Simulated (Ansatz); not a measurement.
Consider SrTiO3 in the cubic perovskite structure (space group Pm-3m, No. 221; a = 3.891 Å). Axes: x, y, z lie along the cube axes.

Computed with plane-wave PAW DFT at the PBEsol level (Ansatz, a first-principles code, 420 eV), spin-orbit coupling left out.

It is then changed as follows: the cell is stretched by 1.20 % along z with no lateral relaxation, atoms relaxed at fixed cell.

Task: Predict the stress tensor and what it implies for the stiffness.

Result: Stress of the strained cell less that of the base (GPa, compression positive):
```
  -1.21    0.00    0.00
   0.00   -1.21    0.00
   0.00    0.00   -3.94
```

Then −Δσ_ii/ε with ε = 0.0120 gives relaxed-ion elastic constants: C33 ≈ 329 GPa, C13 ≈ 101 GPa and C23 ≈ 101 GPa.

Whether these cells are dynamically stable was not tested. All final runs are without spin polarisation. Many cubic perovskites are stable only at high temperature; tilts and polar distortions were not tested.
